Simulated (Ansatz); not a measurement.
Calculation: PBE (plane waves to 420 eV, PAW; Ansatz, a first-principles code).

Electrostatic potential energy of an electron, averaged over planes parallel to the surface, in eV from the Fermi level, for a constructed model of the (0001) surface of hcp Ti, a layer of Pt in place of the second plane (bottom of the slab: a bare face, its two planes held):

```json
[
 {"z (Å)": "3.72", "V (eV)": "4.42"},
 {"z (Å)": "4.01", "V (eV)": "4.42"},
 {"z (Å)": "4.30", "V (eV)": "4.41"},
 {"z (Å)": "4.58", "V (eV)": "4.40"},
 {"z (Å)": "4.87", "V (eV)": "4.38"},
 {"z (Å)": "5.16", "V (eV)": "4.34"},
 {"z (Å)": "5.44", "V (eV)": "4.27"},
 {"z (Å)": "5.73", "V (eV)": "4.12"},
 {"z (Å)": "6.02", "V (eV)": "3.86"},
 {"z (Å)": "6.30", "V (eV)": "3.37"},
 {"z (Å)": "6.59", "V (eV)": "2.50"},
 {"z (Å)": "6.88", "V (eV)": "0.98"},
 {"z (Å)": "7.16", "V (eV)": "-1.79"},
 {"z (Å)": "7.45", "V (eV)": "-6.72"},
 {"z (Å)": "7.73", "V (eV)": "-11.07"},
 {"z (Å)": "8.02", "V (eV)": "-12.87"},
 {"z (Å)": "8.31", "V (eV)": "-11.87"},
 {"z (Å)": "8.59", "V (eV)": "-8.17"},
 {"z (Å)": "8.88", "V (eV)": "-3.13"},
 {"z (Å)": "9.17", "V (eV)": "-0.39"},
 {"z (Å)": "9.45", "V (eV)": "-1.16"},
 {"z (Å)": "9.74", "V (eV)": "-5.43"},
 {"z (Å)": "10.03", "V (eV)": "-10.15"},
 {"z (Å)": "10.31", "V (eV)": "-12.54"},
 {"z (Å)": "10.60", "V (eV)": "-12.10"},
 {"z (Å)": "10.89", "V (eV)": "-8.83"},
 {"z (Å)": "11.17", "V (eV)": "-3.79"},
 {"z (Å)": "11.46", "V (eV)": "-0.45"},
 {"z (Å)": "11.74", "V (eV)": "-0.43"},
 {"z (Å)": "12.03", "V (eV)": "-3.72"},
 {"z (Å)": "12.32", "V (eV)": "-8.74"},
 {"z (Å)": "12.60", "V (eV)": "-12.02"},
 {"z (Å)": "12.89", "V (eV)": "-12.48"},
 {"z (Å)": "13.18", "V (eV)": "-10.16"},
 {"z (Å)": "13.46", "V (eV)": "-5.56"},
 {"z (Å)": "13.75", "V (eV)": "-1.47"},
 {"z (Å)": "14.04", "V (eV)": "-1.02"},
 {"z (Å)": "14.32", "V (eV)": "-4.37"},
 {"z (Å)": "14.61", "V (eV)": "-9.26"},
 {"z (Å)": "14.90", "V (eV)": "-12.36"},
 {"z (Å)": "15.18", "V (eV)": "-12.69"},
 {"z (Å)": "15.47", "V (eV)": "-10.13"},
 {"z (Å)": "15.76", "V (eV)": "-5.38"},
 {"z (Å)": "16.04", "V (eV)": "-1.61"},
 {"z (Å)": "16.33", "V (eV)": "-2.23"},
 {"z (Å)": "16.61", "V (eV)": "-8.64"},
 {"z (Å)": "16.90", "V (eV)": "-16.80"},
 {"z (Å)": "17.19", "V (eV)": "-21.19"},
 {"z (Å)": "17.47", "V (eV)": "-19.53"},
 {"z (Å)": "17.76", "V (eV)": "-12.71"},
 {"z (Å)": "18.05", "V (eV)": "-4.78"},
 {"z (Å)": "18.33", "V (eV)": "-1.80"},
 {"z (Å)": "18.62", "V (eV)": "-4.39"},
 {"z (Å)": "18.91", "V (eV)": "-9.17"},
 {"z (Å)": "19.19", "V (eV)": "-12.39"},
 {"z (Å)": "19.48", "V (eV)": "-12.84"},
 {"z (Å)": "19.77", "V (eV)": "-10.43"},
 {"z (Å)": "20.05", "V (eV)": "-5.77"},
 {"z (Å)": "20.34", "V (eV)": "-1.12"},
 {"z (Å)": "20.62", "V (eV)": "1.28"},
 {"z (Å)": "20.91", "V (eV)": "2.60"},
 {"z (Å)": "21.20", "V (eV)": "3.34"},
 {"z (Å)": "21.48", "V (eV)": "3.74"},
 {"z (Å)": "21.77", "V (eV)": "3.96"},
 {"z (Å)": "22.06", "V (eV)": "4.08"},
 {"z (Å)": "22.34", "V (eV)": "4.14"},
 {"z (Å)": "22.63", "V (eV)": "4.17"},
 {"z (Å)": "22.92", "V (eV)": "4.19"},
 {"z (Å)": "23.20", "V (eV)": "4.20"},
 {"z (Å)": "23.49", "V (eV)": "4.20"},
 {"z (Å)": "23.78", "V (eV)": "4.21"}
]
```

Slab: 6 atoms, 11.3 Å thick at the start; k 15x15x1, smearing 0.1 eV, dipole-corrected; 2 atoms held, the rest relaxed; symmetry of the start imposed; no spin, no spin-orbit, no U. In PBE it lies 0.22 eV a 1x1 cell over the lowest computed structure of the same composition (a layer of Pt in place of the third plane).

The vacuum level lies 4.21 eV above the Fermi level over the top face and 4.42 eV above it under the bottom face.
